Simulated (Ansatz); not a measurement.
Start from CdS in the zinc blende structure (space group F-43m, No. 216; a = 5.825 Å). Axes: x, y, z lie along the cube axes.

Perturbation: biaxial strain +3.00 %, plane normal [110], relaxed out of plane (Cartesian); in-plane vectors clamped, the third vector and the atoms free.

Levels (all Ansatz, a program for electronic structure, PAW, earlier PAW set): PBEsol (420 eV, without spin-orbit coupling); r2SCAN (500 eV, no SOC); HSE06 (420 eV, scalar-relativistic without spin-orbit coupling); PBEsol+SOC (420 eV, with spin-orbit coupling); HSE06+SOC (420 eV, with spin-orbit coupling).

One geometry, relaxed with PBEsol, under each level:

The valence-band top lists the three highest levels at Γ (Kramers pairs under SOC), from the VBM.

| level | band gap | lowest conduction level above the VBM at special points | valence-band top at Γ | pressure |
|---|---|---|---|---|
| PBEsol | 0.77 eV | Γ 0.77 eV; R 2.54 eV; S 2.84 eV; X 3.16 eV | 0.00, -0.23, -0.23 eV | -1.82 GPa |
| r2SCAN | 1.35 eV | Γ 1.35 eV; R 3.11 eV; S 3.43 eV; X 3.61 eV | – | -0.25 GPa |
| HSE06 | ___ | ___ | – | – |
| PBEsol+SOC | 0.77 eV | Γ 0.77 eV; R 2.54 eV; S 2.84 eV; X 3.16 eV | 0.00, -0.22, -0.25 eV | -1.88 GPa |
| HSE06+SOC | ___ | ___ | ___ | – |

### Question
Give the withheld HSE06 and HSE06+SOC results.

### Answer

- HSE06, band gap: 1.91 eV
- HSE06, lowest conduction level above the VBM at special points: Γ 1.91 eV; R 3.75 eV; S 4.05 eV
- HSE06+SOC, band gap: 1.91 eV
- HSE06+SOC, lowest conduction level above the VBM at special points: Γ 1.91 eV; R 3.74 eV; S 4.05 eV
- HSE06+SOC, valence-band top at Γ: 0.00, -0.21, -0.26 eV

A biaxial case was relaxed in a doubled cell and then solved in the primitive one. Single points use the geometry relaxed with PBEsol. Their cutoffs differ, which shifts pressures a little. The spin-orbit shifts are approximate. Whether these cells are dynamically stable was not tested. Labels are those of the standard path for the cell's own space group.
